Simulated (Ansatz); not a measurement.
Base system: ZnS in the zinc blende structure (space group F-43m, No. 216; a = 5.297 Å).

Structures relaxed with Ansatz (an electronic-structure program), LDA, PAW, cutoff 420 eV, without spin-orbit coupling.

Base:

Simulated powder pattern, Cu Kα1, λ = 1.54056 Å (kinematic, ideal powder, no thermal factors, no anomalous dispersion; the 14 strongest lines at most, above 2 %, up to 2θ = 90°):

| 2θ (°) | I/Imax (%) | hkl |
|---|---|---|
| 29.18 | 100 | (111) |
| 33.82 | 12 | (200) |
| 48.58 | 60 | (220) |
| 57.67 | 40 | (311) |
| 60.50 | 3.1 | (222) |
| 71.14 | 9.0 | (400) |
| 78.67 | 15 | (331) |
| 81.14 | 3.4 | (420) |

The change: an isotropic linear strain of −2.50 %, atoms relaxed at fixed cell.

After the change:

Simulated powder pattern, Cu Kα1, λ = 1.54056 Å (kinematic, ideal powder, no thermal factors, no anomalous dispersion; the 14 strongest lines at most, above 2 %, up to 2θ = 90°):

| 2θ (°) | d (Å) | I/Imax (%) | hkl |
|---|---|---|---|
| 29.94 | 2.982 | 100 | (111) |
| 34.71 | 2.582 | 12 | (200) |
| 49.90 | 1.826 | 59 | (220) |
| 59.30 | 1.557 | 39 | (311) |
| 62.22 | 1.491 | 3.0 | (222) |
| 73.25 | 1.291 | 8.8 | (400) |
| 81.10 | 1.185 | 15 | (331) |
| 83.68 | 1.155 | 3.3 | (420) |

The indices refer to the base's conventional cell; one index is shown for lines that coincide.

No phonon test of stability was made.
